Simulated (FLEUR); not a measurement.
Band structure of Yb (Fm-3m, 1 atom in the cell).

```
Yb
1.0
    0.00000     2.75160     2.75160
    2.75160     0.00000     2.75160
    2.75160     2.75160     0.00000
Yb
1
Cartesian
  0.00000   0.00000   0.00000
```

Level of theory: PBE, all-electron FLAPW (FLEUR), scalar-relativistic valence in FLEUR.

Settings: Kmax = 3.8 1/bohr; GmaxXC = 15.2 1/bohr; xcFunctional = pbe; jspins = 1; l_soc = F; mode = hist; fermiSmearingEnergy = 0.00999582 Htr; mesh (inpgen div1-3) = 14 14 14; inpgen gamma flag = true; Gmax = 15.2 1/bohr; numbands = 0; maxIterBroyd = 25; imix = Anderson; alpha = 0.05.

The starting cell comes from a database of computed structures (which also holds hypothetical and non-ambient phases and stackings), without a prior relaxation at this level. Its lattice was rescaled by a random factor within 2.5 % of one. Spin-orbit coupling is off. Spin polarisation is off. Values depend on the basis (sphere radii, cutoffs, local orbitals), which need not be converged.

Levels in eV from the Fermi level, bands 9 to 16:
| point | 9 | 10 | 11 | 12 | 13 | 14 | 15 | 16 |
|---|---|---|---|---|---|---|---|---|
| Γ | -0.52 | -0.45 | -0.45 | -0.45 | 2.74 | 2.74 | 2.74 | 4.56 |
| X | -0.52 | -0.48 | -0.47 | -0.47 | 0.31 | 1.28 | 5.90 | 6.26 |
| W | -0.50 | -0.50 | -0.48 | 0.06 | 0.71 | 0.71 | 2.37 | 6.11 |
| K | -0.51 | -0.47 | -0.47 | -0.15 | 0.15 | 0.99 | 4.12 | 4.24 |
| L | -0.53 | -0.46 | -0.46 | -0.45 | 0.10 | 2.55 | 2.55 | 5.89 |
| U | -0.51 | -0.47 | -0.47 | -0.15 | 0.15 | 0.99 | 4.12 | 4.24 |
